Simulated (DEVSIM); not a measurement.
Structure: Si p+/n-/n+ power diode, at 250 K.

Layer 1 from the left is Si, thickness (μm) 1.10, Na (cm⁻³) 1.6e18, τn (s) 0.00015, τp (s) 0.00015. Layer 2 from the left is Si, thickness (μm) 49.0, Nd (cm⁻³) 1e16, τn (s) 0.00015, τp (s) 0.00015. Layer 3 from the left is Si, thickness (μm) 2.90, Nd (cm⁻³) 1.5e18, τn (s) 0.00015, τp (s) 0.00015.

Left contact: ohmic. Right contact: ohmic. Voltage is applied to the left contact. Recombination: SRH at mid-gap, radiative. Mobility is constant in doping.

This is a model device: material constants are rounded textbook-type values typed into the input, and sizes, dopings and lifetimes were drawn at random. Values at 300 K; Nc and Nv go as T^1.5, mobilities as T to minus their exponent, the gap by Varshni's rule with the affinity fixed.

Si: gap (eV) 1.124, affinity (eV) 4.05, permittivity 11.7, Nc (cm⁻³) 2.86e19, Nv (cm⁻³) 3.1e19, μn (cm²/Vs) 1417, μp (cm²/Vs) 470, T exponent of μn 2.3, T exponent of μp 2.2, B (cm³/s) 4.7e-15, Varshni α (eV/K) 0.000473, Varshni β (K) 636.

DEVSIM, 1D drift-diffusion, Boltzmann statistics, complete ionisation; no tunnelling, impact ionisation, image-force lowering or self-heating.

Question: What does the simulation give for the dark forward voltage at 1 A/cm², the potential step across the device at zero bias, the dark forward voltage at 100 A/cm²?

Answer: dark forward voltage at 1 A/cm² 0.771 V; potential step across the device at zero bias 1.021 V; dark forward voltage at 100 A/cm² 0.891 V.
